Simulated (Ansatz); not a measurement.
L1₂ (Cu3Au-type) Ni₃Al, treated with PBE-D4 (plane waves, PAW; Ansatz, a first-principles code).

Run with plane-wave cutoff 520 eV, 16×16×16 k mesh, Fermi–Dirac smearing 0.05 eV, spin-polarised with parallel moments, scalar-relativistic PAW data made under PBE.

Energies at three volumes about the minimum:

```json
[
 {"V (Å³/atom)": "10.765", "E − E_lowest (meV/atom)": "2.83"},
 {"V (Å³/atom)": "10.985", "E − E_lowest (meV/atom)": "0.00"},
 {"V (Å³/atom)": "11.205", "E − E_lowest (meV/atom)": "2.63"}
]
```

Question: Fit a parabola by hand: where is the minimum, and what is the bulk modulus?

Answer: Slopes: (0.00 − 2.83)/(10.985 − 10.765) = -12.864 and (2.63 − 0.00)/(11.205 − 10.985) = 11.955 meV/Å³. Curvature E″ = 2 × (11.955 − (-12.864))/(11.205 − 10.765) = 112.814 meV/Å⁶. From the middle of the first interval, the slope vanishes at V0 = 10.8750 − (-12.864)/112.814 = 10.989 Å³/atom. B = V0 E″ = 10.989 × 112.814 meV/Å³ × 0.1602 GPa per meV/Å³ = 199 GPa. The full Birch–Murnaghan fit to all volumes gives V0 = 10.985 Å³/atom and B0 = 199 GPa.

Measured, for comparison: bulk modulus 174 GPa (temperature not stated, no zero-point or thermal correction; as tabulated in Zarkevich et al. (2023), arXiv:2304.06869); equilibrium volume per atom 11.39 Å³/atom (temperature not stated, no zero-point or thermal correction; as tabulated in Tensorial elastic properties and stability of interface states associated with …). Computed (rounded) less measured: bulk modulus +14 %, equilibrium volume per atom -3.6 %.
